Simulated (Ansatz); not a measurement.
**SrO with two functionals, holes 2.0×10^21 cm⁻³**

Start from SrO in the rock salt structure (space group Fm-3m, No. 225; a = 5.195 Å).

(Cell as relaxed with PBE.)

Levels (all Ansatz, a program for electronic structure, PAW): PBE (420 eV, no SOC); PBEsol (420 eV, no spin-orbit coupling).

Each level relaxes its own structure.

```tsv
base	PBE	PBEsol
volume per atom	17.52 Å³	16.80 Å³
lattice parameter a	519.5 pm	512.2 pm
band gap	3.33 eV	3.20 eV
```

Modification: holes 2.0×10^21 cm⁻³, on a uniform background at fixed cell.

| quantity | PBE | PBEsol |
|---|---|---|
| Fermi level relative to the doped band's edge (positive inside the band; to 0.05 eV) | +0.10 eV | +0.10 eV |
| gap character | indirect, Γ → X | indirect, Γ → X |

The two agree on the Fermi level from band edge and gap character. Neither level is exact; PBEsol is the comparison here, not a measurement.

Charged cell with a jellium background: band edges are those of the host's band count, energies are not comparable with the neutral cell, and many-body gap narrowing is missing. Stability against distortions was not tested.
